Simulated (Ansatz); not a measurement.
The starting structures come from a database of crystals and need not be the phases stable at ambient conditions.

By PBEsol, the system below comes out a metal.

Without scattering a metal conducts by its projected Fermi surface.

Input:

```xyz
2
Lattice="4.4959 0.0000 0.0000 -2.2479 3.8935 0.0000 2.2479 1.2978 1.8905" Properties=species:S:1:pos:R:3 pbc="T T T"
Ti     0.0000     0.0000     0.0000
Al     0.0000     2.5957     0.9452
```

Space group of this cell: R-3m. The cell is strained (lengths along the current scaled by 1.03, ions clamped); by PBEsol its mean pressure is -5.4 GPa.

The current flows along the normal of the first two printed cell vectors, the (111) (indices of the unstrained crystal) plane of the conventional cell. No spin-orbit coupling; the value is a mean over 0.1 eV about the Fermi level.

Question: Compute, with PBEsol run with Ansatz (a program for electronic structure), the ballistic conductance per area.

Answer: 0.98 × 10¹⁵ S/m² for both spins.
